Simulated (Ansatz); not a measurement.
# GaAs under a change: tensor shear ε_xy = +1.14 %

Base system: GaAs in the zinc blende structure (space group F-43m, No. 216; a = 5.667 Å). Axes: x, y, z lie along the cube axes.

Now apply this change: tensor shear ε_xy = +1.14 % (engineering shear γ = 0.0228); the atoms relax in the strained cell.

The values are results of DFT with r2SCAN, PAW potentials and a 500 eV plane-wave cutoff in Ansatz (a quantum-chemistry and plane-wave program), scalar-relativistic without spin-orbit coupling, not measurements. k-mesh 10×10×10 (Γ-centred); smearing 0.05 eV (Fermi–Dirac).

Space group: Imm2 (No. 44) (base F-43m (No. 216))
Shortest interatomic distance: 244.5 pm (base 245.4 pm)
Energy relative to the base (free energy F): +2.2 meV/atom
Pressure (mean of the normal stresses, compression positive): 0.02 GPa (base 0.00 GPa)
Band gap: 0.86 eV (base 0.96 eV)
Gap character: direct at Γ (base direct at Γ)
Valence-band top at Γ (three highest levels, from the VBM): 0.00, -0.10, -0.18 eV (base 0.00, 0.00, 0.00 eV)
Stress (xx, yy, zz, yz, xz, xy; compression positive): (0.03, 0.03, 0.00, 0.00, 0.00, -1.38) GPa

Final structure:

```yaml
crystal:
  lattice:
    - [0.03230, 2.83335, 2.83335]
    - [2.83335, 0.03230, 2.83335]
    - [2.86565, 2.86565, 0.00000]
  atoms:
    - { symbol: Ga, position: [0.00149, 0.00149, 0.99851] }
    - { symbol: As, position: [0.24851, 0.24851, 0.25149] }
```

Cost of the whole job for the changed cell (relaxation, final SCF and bands): around 2.6 core-minutes (rough).

Whether these cells are dynamically stable was not tested. Labels are those of the standard path for the cell's own space group.
